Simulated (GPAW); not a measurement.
GPAW is run on MgAl2Sn2 (P-3m1, 5 atoms in the cell), and the run fails. The aim is a self-consistent single point with DFT PBEsol, plane waves, GPAW PAW datasets PBEsol (made by gpaw-setup).

Cell that was meant: a = 4.3904 Å, b = 4.3904 Å, c = 7.1100 Å, α = 90.00°, β = 90.00°, γ = 120.00°.

Part of the input:

```python
            nbands=-9,
            convergence={'density': 1e-05, 'energy': 1e-05},
            symmetry={'symmorphic': False, 'tolerance': 0.0005},
            maxiter=8,
            txt='-')

atoms.calc = calc
```

Log, with long lists cut:

```
     iter     time        total  log10-change:
                         energy   eigst   dens
iter:   1 --:--:--   -18.841737
iter:   2 --:--:--   -18.850599   -0.80  -1.32
iter:   3 --:--:--   -18.782051   -1.25  -1.34
iter:   4 --:--:--   -18.715916   -2.44  -1.63
iter:   5 --:--:--   -18.667177   -2.29  -1.70
iter:   6 --:--:--   -18.670397   -3.42  -2.19
iter:   7 --:--:--   -18.663323   -3.53  -2.22
iter:   8 --:--:--   -18.662735   -4.32  -2.93

Did not converge!

Here are some tips:

1) Make sure the geometry and spin-state is physically sound.
2) Use less aggressive density mixing.
3) Solve the eigenvalue problem more accurately at each scf-step.
4) Use a smoother distribution function for the occupation numbers.
5) Try adding more empty states.
6) Use enough k-points.
7) Don't let your structure optimization algorithm take too large steps.
8) Solve the Poisson equation more accurately.
9) Better initial guess for the wave functions.

See details here:

    https://gpaw.readthedocs.io/documentation/convergence.html
Traceback (most recent call last):
   [... frames left out ...]
gpaw.KohnShamConvergenceError: Did not converge!  See text output for help.
```

### Question
What caused this, and what should be changed?

### Answer
The fault is an iteration limit that is too low. The loop is cut before its threshold is met, so whatever is printed at the end is not self-consistent. To fix it, raise the limit, or leave it to the default. The run ended unconverged after 8 iterations.

An input that runs soundly differs in these lines (not the only fix; some lines may just follow from the change or write a value another way):
```diff
-            maxiter=8,
+            maxiter=100,
```

With that input, the run converged in 25 iterations: free energy E − TS (from the program's reference atoms) -18.6624 eV; Fermi level (on the code's own zero) 5.62 eV; pressure 0.62 GPa; largest force (vector length) 0.303 eV/Å (DFT PBEsol, plane waves, GPAW PAW datasets PBEsol (made by gpaw-setup)).

On the sound input: the starting cell comes from a database of computed structures (which also holds hypothetical and non-ambient phases and stackings), without a prior relaxation at this level. Its lattice was rescaled by a random factor within 2.5 % of one.
